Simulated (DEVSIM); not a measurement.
Structure: illuminated Si n-on-p cell, one wavelength, with a back-surface field, at 250 K.

```tsv
layer (left to right)	material	thickness (μm)	Nd (cm⁻³)	Na (cm⁻³)	τn (s)	τp (s)	absorption coefficient (cm⁻¹)
1	Si	0.160	1.1e18	-	1.7e-7	1.8e-7	220
2	Si	47.0	-	1.4e15	2.3e-7	2.3e-7	220
3	Si	2.00	-	7.7e18	2.3e-7	2.3e-7	220
```

Left contact: ohmic, minority hole recombination velocity 4e6 cm/s. Right contact: ohmic, minority electron recombination velocity 70000 cm/s. Voltage is applied to the left contact. Recombination: SRH at mid-gap, radiative, Auger. Light enters at the left, 1.6e18 photons cm⁻² s⁻¹, one pass, no reflection. Mobility is constant in doping. Where it depends on doping, it is μmin + (μ − μmin)/(1 + (N/Nref)^α).

Constants are typed, rounded textbook-type inputs, not results; the design itself was drawn at random and stands for no fabricated device. Values at 300 K; Nc and Nv go as T^1.5, mobilities as T to minus their exponent, the gap by Varshni's rule with the affinity fixed. The table also holds parameters that only a changed run uses.

```csv
parameter,Si
gap (eV),1.124
affinity (eV),4.05
permittivity,11.7
Nc (cm⁻³),2.86e19
Nv (cm⁻³),3.1e19
μn (cm²/Vs),1417
μp (cm²/Vs),470
"μn,min",52
"μp,min",45
"Nref,n",9.7e16
"Nref,p",2.2e17
αn,0.68
αp,0.72
T exponent of μn,2.3
T exponent of μp,2.2
B (cm³/s),4.7e-15
Cn (cm⁶/s),2.8e-31
Cp (cm⁶/s),9.9e-32
Varshni α (eV/K),0.000473
Varshni β (K),636
```

Model (solved in DEVSIM): 1D drift-diffusion, Boltzmann statistics, complete ionisation; no tunnelling, impact ionisation, image-force lowering or self-heating.

Base results: open-circuit voltage (V) 0.649; share of generated pairs collected at short circuit 0.687; short-circuit current (mA/cm²) 116; fill factor 0.84.

**Question.** What follows from this one change: doping Na of layer 2 1.4e+15 → 1.4e+16 cm^-3?

**Answer.** open-circuit voltage 0.649 → 0.686 V; share of generated pairs collected at short circuit 0.687 → 0.667; short-circuit current 116 → 113 mA/cm²; fill factor 0.84 → 0.86.

**Question.** What follows from this one change: doping-dependent mobility in place of the constant one?

**Answer.** open-circuit voltage little changed (0.650 V); share of generated pairs collected at short circuit 0.687 → 0.674; short-circuit current 116 → 114 mA/cm²; fill factor little changed (0.84).
